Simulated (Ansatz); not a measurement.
Input and output of a self-consistent single point for CuAgO2 (Cm, 4 atoms in the cell) (Ansatz, a program for electronic structure)

Computed with PBEsol, default PAW files made with PBE (plane waves; Ansatz).

The input file:

Ansatz 0.2 input:
```yaml
crystal:
  lattice:
    - [3.29557700, -1.41971600, 0.00000000]
    - [3.29557700, 1.41971600, 0.00000000]
    - [-2.38086000, 0.00000000, 5.55598100]
  atoms:
    - { symbol: Cu, position: [0.50325100, 0.50325100, 0.50899900] }
    - { symbol: Ag, position: [0.00000000, 0.00000000, 0.00000000] }
    - { symbol: O, position: [0.87545000, 0.87545000, 0.28377000] }
    - { symbol: O, position: [0.12455000, 0.12455000, 0.71623000] }
basis:
  ecutwfc: 420.0 eV
kpoints:
  mp_grid: { grid: [11, 11, 5] }
hamiltonian:
  xc: pbesol
  pseudopotentials: { kind: paw }
scf:
  occupations: { method: gaussian, width: 0.1 eV }
output:
  forces: true
  eigenvalues: true
  stress: true
```

Output (repeated stretches shortened):

```
WARN ansatz: RAYON_NUM_THREADS=1 ignored (pool sized by the plan → 1); use --threads N
Pseudopotentials: kind: paw
Pseudopotential: Cu, paw, valence charge 19
Pseudopotential: Ag, paw, valence charge 19
Pseudopotential: O, paw, valence charge 6
Crystal: 4 atoms, lattice volume = 51.990 Å³
Basis set: ecut = 420 eV, 991 PW (Γ), exchange–correlation on 48×48×90 points (8 copies of the dense FFT grid, shifted against one another)
Bands: 30, of which v1, the nominal top of the filled ones, is band 25 counted from 1 (24 counted from 0)
Symmetry: 2 space group operations
Space group: Cm (ITA 8), of the structure as read, at distance tolerance 3.7e-5 Å
k-points: 168 of 605 (time reversal used)
PAW frozen core: Cu, regenerated for the run's functional, and the local potential with it
PAW frozen core: Ag, regenerated for the run's functional, and the local potential with it
PAW frozen core: O, regenerated for the run's functional, and the local potential with it
Initial density: superposition of atomic densities (neutral atoms: chi_scale 0, normalization atom), corrected by the library's trained network
Initial wavefunctions: pseudopotential atomic-orbital guess
Eigensolver: davidson
Functional: x = pbesol(κ = 0.804, μ = 0.12345679012345678), c = pbesol(β = 0.046)
SCF iter   1: F=—  HF=-15228.980280 eV  |F-HF|=—  |Δ(HF+E_count)|=         —  Δρ=1.86e-2  dr2=1.45e-1  ethr=1.77e-3  ⟨swp⟩=5.4  Hψ=18559  notcnv=0
all-band conjugate gradients solve this SCF's bands
preconditioner: auto → LDOS
SCF iter   2: F=—  HF=-15228.997226 eV  |F-HF|=—  |Δ(HF+E_count)|=   1.69e-2  Δρ=2.32e-2  dr2=1.74e-1  ethr=2.90e-4  ⟨swp⟩=2.0  Hψ=10919  notcnv=0  defer=101
SCF iter   3: F=—  HF=-15228.944311 eV  |F-HF|=—  |Δ(HF+E_count)|=   5.29e-2  Δρ=3.72e-3  dr2=4.95e-3  ethr=2.90e-4  ⟨swp⟩=2.0  Hψ=8200  notcnv=0  defer=101
SCF iter   4: F=—  HF=-15228.943099 eV  |F-HF|=—  |Δ(HF+E_count)|=   1.21e-3  Δρ=1.14e-3  dr2=6.27e-4  ethr=9.90e-6  ⟨swp⟩=2.1  Hψ=8300  notcnv=0  defer=101
SCF iter   5: F=—  HF=-15228.942985 eV  |F-HF|=—  |Δ(HF+E_count)|=   1.14e-4  Δρ=4.88e-4  dr2=1.29e-4  ethr=1.25e-6  ⟨swp⟩=2.8  Hψ=8558  notcnv=0  defer=101
SCF iter   6: F=—  HF=-15228.942969 eV  |F-HF|=—  |Δ(HF+E_count)|=   1.55e-5  Δρ=6.34e-5  dr2=1.81e-6  ethr=2.57e-7  ⟨swp⟩=1.2  Hψ=5370  notcnv=0  defer=101
SCF iter   7: F=—  HF=-15228.942977 eV  |F-HF|=—  |Δ(HF+E_count)|=   7.21e-6  Δρ=1.45e-5  dr2=6.31e-8  ethr=2.00e-10  ⟨swp⟩=5.5  Hψ=23131  notcnv=0
SCF iter   8: F=-15228.942977 eV  HF=-15228.942977 eV  |F-HF|=1.78e-8  |Δ(HF+E_count)|=   6.17e-9  Δρ=7.42e-6  dr2=1.93e-8  ethr=1.26e-10  ⟨swp⟩=2.0  Hψ=18606  notcnv=0
SCF 1 converged in 8 iterations: F = -15228.942977 eV  dr2 = 1.93e-8
SCF converged after 8 iterations
Free energy (F): -15228.942977 eV
Harris-Foulkes:  -15228.942977 eV  (|F-HF|=1.78e-8)
Internal energy: -15228.936246 eV  (E = F + TS)
E sigma→0 (E₀):  -15228.939612 eV
Entropy (-TS):   -0.006730 eV (-1.683 meV/atom)
Fermi energy:    9.974693 eV
--- Per-component energies (eV) ---
  E_band       = -822.883152
  E_kinetic    = 1165.636454
  E_local      = -8280.662593  (includes V_loc(G=0)·N_el)
  E_nonlocal   = 566.248700
  E_hartree    = 3586.728176
  E_xc         = -413.970404
  E_vxc        = -530.803344  (∫ρ·V_xc dr)
  E_paw        = -5757.326514  (= ΣΔE_a)
  E_vpaw       = -916.753052  (= ΣTr[D̂ρ^β])
  E_aug_tail   = 0.005135  (compensation charges beyond the density's cutoff)
  E_ewald      = -6096.194718
  E_core_change = 0.599517  (= ΣΔE_core)
  E_smearing   = -0.006730  (= −TS)
  E_closure    = -0.000000  (closes the sum)
  Σ components = -15228.942977   (vs F -15228.942977, Δ=0.00e0)
--- Forces (eV/Å), atoms counted from 1 ---
  atom   1  Cu    -0.19370854     0.00000000    -1.18400569
  atom   2  Ag    -0.01289180     0.00000000     0.14983799
  atom   3  O      0.39747646    -0.00000000     0.57896977
  atom   4  O     -0.19087648     0.00000000     0.45519642
  max |Σ_I F_I| component: 1.51e-6 eV/Å
--- Stress (GPa, compression-positive) ---
       -5.739634       0.000000       1.420637
        0.000000      -8.544685       0.000000
        1.420626       0.000000      -9.341535
  P = ⅓ Tr σ = -7.8753 GPa (-78.753 kbar)
  The stress holds the Pulay correction. Without it, at fixed plane waves, as pw.x and ABINIT print it: P = -8.4304 GPa
--- Band table (eV; the first three rows and the last of 168) ---
  k-point 0: bands = ["-102.8076", "-80.5679", "-60.6154", "-60.5576", "-59.7428", "-44.1547", "-44.0795", "-43.9767", "-8.8419", "-7.6053", "2.9438", "4.3198", "5.0574", "5.9016", "6.4757", "6.9466", "7.0550", "7.3003", "7.4205", "7.4467", [...]
  k-point 1: bands = ["-102.8076", "-80.5679", "-60.6154", "-60.5576", "-59.7428", "-44.1547", "-44.0795", "-43.9767", "-8.7967", "-7.6698", "3.1883", "4.3426", "5.0959", "5.8905", "6.2339", "6.5457", "7.0358", "7.0559", "7.3434", "7.5763", [...]
  k-point 2: bands = ["-102.8076", "-80.5679", "-60.6154", "-60.5576", "-59.7428", "-44.1547", "-44.0795", "-43.9767", "-8.7114", "-7.7861", "3.7717", "4.3819", "5.1229", "5.4323", "5.9986", "6.2041", "6.7814", "7.0841", "7.3588", "7.5364", [...]
  k-point 167: bands = ["-102.8075", "-80.5670", "-60.6170", "-60.5574", "-59.7435", "-44.1581", "-44.0889", "-43.9796", "-8.5307", "-7.5897", "3.6736", "4.2505", "4.3666", "5.4555", "5.6133", "6.3512", "6.4540", "7.3531", "7.4403", "7.6680", [...]
```

The run converged in 8 iterations.

The starting cell comes from a database of computed structures (which also holds hypothetical and non-ambient phases and stackings), without a prior relaxation at this level. Its lattice was rescaled by up to half a per cent. One atom was moved a little off its site on purpose. Spin polarisation is off, so a magnetic state, if there is one, cannot be reached. With a pressure of about -8 GPa the cell is away from its equilibrium volume at this level. Forces in this geometry exceed 1 eV/Å. Ansatz's pressure includes its estimate of the finite-basis (Pulay) stress. Without the estimate this run gives -8.43 GPa. The run gives no clean gap (levels at the Fermi energy touch, overlap or are partly filled at this smearing), which alone does not show that the compound is a metal.

Cost on one core of a shared machine: roughly 30 s.
